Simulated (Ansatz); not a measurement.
Given:

```yaml
crystal:
  lattice:
    - [3.93683, 0.00000, 0.00000]
    - [0.00000, 3.93683, 0.00000]
    - [0.00000, 0.00000, 3.89000]
  atoms:
    - { symbol: Sr, position: [0.00000, 0.00000, 0.00000] }
    - { symbol: Ti, position: [0.50000, 0.50000, 0.50000] }
    - { symbol: O, position: [0.00000, 0.50000, 0.50000] }
    - { symbol: O, position: [0.50000, 0.50000, 0.00000] }
    - { symbol: O, position: [0.50000, 0.00000, 0.50000] }
```

No spin polarisation.

Method: r2SCAN (Ansatz, a quantum-chemistry and plane-wave program), scalar-relativistic without spin-orbit coupling, earlier PAW set. Γ-centred 9×9×9 mesh, Fermi–Dirac width 0.05 eV.

Predict the band gap, smallest direct gap and gap character.

The band gap is 2.22 eV, the smallest direct gap is 2.59 eV and the gap character comes out as indirect, A → Γ.

The cells carry an imposed strain or load. Whether these cells are dynamically stable was not tested. The final runs are not spin-polarised. The cell was made from SrTiO3 in the cubic perovskite structure (space group Pm-3m, No. 221) by this change: biaxial strain +0.75 %, plane normal [001], relaxed out of plane. Many cubic perovskites are stable only at high temperature; tilts and polar distortions were not tested.
